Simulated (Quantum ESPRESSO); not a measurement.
A self-consistent single point of ZnCu2SnS4 (I-4, 8 atoms in the cell) with Quantum ESPRESSO.

Method: PBEsol, PSlibrary PAW (PBE) pseudopotentials (plane waves; Quantum ESPRESSO 7.5).

```xyz
8
Lattice="-2.7138 2.7138 5.4285 2.7138 -2.7138 5.4285 2.7138 2.7138 -5.4285" Properties=species:S:1:pos:R:3 pbc="T T T"
Zn     0.0000     2.7138     2.7143
Cu     0.0000     0.0000     0.0000
Cu     2.7138     0.0000     2.7143
Sn     0.0000     0.0000     5.4285
S      1.3148     1.2773     1.4005
S      1.2773     4.1128    -1.4005
S      1.3990     1.4365     6.8290
S      1.4365    -1.3990     4.0281
```

Reference input (self-consistent single point, DFT, PBE, plane waves, PSlibrary PAW (PBE) pseudopotentials): ecutwfc = 55 Ry; ecutrho = 330 Ry; occupations = smearing; smearing = fd; degauss = 0.0073499 Ry; K_POINTS = automatic 4 4 4 0 0 0; conv_thr = 1e-10 Ry; mixing_beta = 0.3. This run's input differs from it in these lines:

```diff
@@ -17,2 +17,3 @@
  degauss = 0.0073499
+ input_dft = 'pbesol'
 /
```

Log, with long lists cut:

```
     Self-consistent Calculation

     iteration #  1     ecut=    55.00 Ry     beta= 0.30

     Threshold (ethr) on eigenvalues was too large:
     Diagonalizing with lowered threshold

     total energy              =   -1358.74921370 Ry
     estimated scf accuracy    <       0.23231982 Ry

     iteration #  2     ecut=    55.00 Ry     beta= 0.30

     total energy              =   -1358.76377063 Ry
     estimated scf accuracy    <       0.04126539 Ry

     iteration #  3     ecut=    55.00 Ry     beta= 0.30

     total energy              =   -1358.76579641 Ry
     estimated scf accuracy    <       0.01372208 Ry

   [... 9 blocks of this kind left out ...]

     iteration # 13     ecut=    55.00 Ry     beta= 0.30

     total energy              =   -1358.76659280 Ry
     estimated scf accuracy    <          1.1E-10 Ry

     iteration # 14     ecut=    55.00 Ry     beta= 0.30
     End of self-consistent calculation

     the Fermi energy is     7.5827 ev

!    total energy              =   -1358.76659280 Ry
     estimated scf accuracy    <          4.5E-11 Ry
     smearing contrib. (-TS)   =      -0.00091676 Ry
     internal energy E=F+TS    =   -1358.76567604 Ry

     convergence has been achieved in  14 iterations

     Forces acting on atoms (cartesian axes, Ry/au):

     atom    1 type  1   force =     0.00000000    0.00000000    0.00000000
     atom    2 type  2   force =     0.00000000    0.00000000    0.00000000
     atom    3 type  2   force =    -0.00000000   -0.00000000    0.00000000
     atom    4 type  3   force =     0.00000000    0.00000000    0.00000000
     atom    5 type  4   force =    -0.00386536   -0.00732228    0.00452950
   [... lines left out ...]

     Total force =     0.018876     Total SCF correction =     0.000011

          total   stress  (Ry/bohr**3)                   (kbar)     P=      -23.94
  -0.00016177   0.00000000   0.00000000          -23.80        0.00        0.00
   0.00000000  -0.00016177   0.00000000            0.00      -23.80        0.00
   0.00000000   0.00000000  -0.00016468            0.00        0.00      -24.23

   JOB DONE.
```

The run converged in 14 iterations. Against the reference run the pressure goes from 1.33 to -2.39 GPa and the largest force goes from 0.187 to 0.243 eV/Å.

The starting cell comes from a database of computed structures (which also holds hypothetical and non-ambient phases and stackings), without a prior relaxation at this level. Its lattice was rescaled by a random factor within 2.5 % of one. Spin polarisation is off. The run gives no clean gap (levels at the Fermi energy touch, overlap or are partly filled at this smearing), which alone does not show that the compound is a metal.

Cost on one core of a shared machine: roughly 5 min.
